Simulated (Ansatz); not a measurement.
How far to go with the plane-wave cutoff: PbBrF (P4mm, 6 atoms in the cell)

```
PbBrF
1.0
    4.19761     0.00000     0.00000
    0.00000     4.19761     0.00000
    0.00000     0.00000     7.68533
Pb Br F
2 2 2
Direct
  0.00000   0.50000   0.81591
  0.50000   0.00000   0.19060
  0.50000   0.00000   0.65273
  0.00000   0.50000   0.34727
  0.50000   0.50000   0.00000
  0.00000   0.00000   0.00000
```

Level of theory: PBEsol, default PAW files made with PBE (plane waves; Ansatz, a program for electronic structure).

Base settings: basis.ecutwfc = 420 eV; kpoints.mp_grid.grid = 5 5 3; hamiltonian.xc = pbesol; hamiltonian.pseudopotentials = {kind: paw} (the program's default PAW files); scf.occupations.method = fermi_dirac; scf.occupations.width = 0.05 eV.

The second cell is the first with its lattice scaled by 0.98.

The mesh stays at the base's, so the ladder's end is converged at best in this setting alone.

The first pressure column holds Ansatz's estimate of the finite-basis (Pulay) stress, which hides part of the cutoff error; the other is without it.

Only quantities that move along the ladder and can be compared are tabulated.

The count of work is k-points × plane waves × bands × iterations; it is no time. 

The starting cell comes from a database of computed structures (which also holds hypothetical and non-ambient phases and stackings), without a prior relaxation at this level. Its lattice was rescaled by up to half a per cent. One atom was moved a little off its site on purpose.

```tsv
basis.ecutwfc	free energy less the last step's (meV/atom)	energy of the compressed cell less the first (meV/atom)	pressure (GPa)	pressure without the Pulay estimate (GPa)	largest difference of a force vector from the last step's (eV/Å)	count of work / last
145 eV	26750.42	136.99	2.77	-519.95	1.658	0.088
170 eV	13187.40	-87.07	-8.52	-310.75	2.085	0.10
190 eV	7451.14	-108.78	-5.90	-199.74	1.446	0.11
210 eV	4133.57	-42.84	-4.17	-124.95	0.625	0.12
230 eV	2273.37	-0.64	-2.07	-77.22	0.116	0.13
250 eV	1227.22	3.18	-1.03	-46.90	0.268	0.15
295 eV	282.80	1.31	-1.40	-14.66	0.029	0.16
335 eV	71.86	0.27	-1.57	-5.59	0.018	0.19
380 eV	13.57	1.20	-1.53	-2.47	0.003	0.23
420 eV	3.02	1.34	-1.52	-1.73	0.001	0.27
460 eV	1.12	1.37	-1.52	-1.55	0.001	0.31
505 eV	0.87	1.36	-1.52	-1.53	0.001	0.35
565 eV	0.67	1.34	-1.52	-1.53	0.001	0.42
630 eV	0.52	1.33	-1.52	-1.53	0.000	0.49
735 eV	0.43	1.32	-1.52	-1.53	0.000	0.62
840 eV	0.19	1.31	-1.52	-1.53	0.000	0.75
1010 eV	0.00	1.30	-1.52	-1.52	0.000	1.0
```

Coarsest basis.ecutwfc that holds the pressure within 0.1 GPa of the last step, with all finer ones: 335 eV, at 0.19 of the last step's count of work; the step before is off by 0.12 GPa.

Coarsest basis.ecutwfc that holds the forces within 0.005 eV/Å of the last step, with all finer ones: 380 eV, at 0.23 of the last step's count of work; the step before is off by 0.018 eV/Å.

Coarsest basis.ecutwfc that holds the free energy within 5 meV/atom of the last step, with all finer ones: 420 eV, at 0.27 of the last step's count of work; the step before is off by 14 meV/atom.

The energy difference between the two cells stays within 1 meV/atom of the last step's from 380 eV on, the total only from 505 eV on: much of the error is common to both cells and cancels.

At the lowest cutoff the pressure without the Pulay estimate lies 518 GPa under the last step's, the usual sign of Pulay stress in an incomplete plane-wave basis.

Keys are those of Ansatz 0.2.
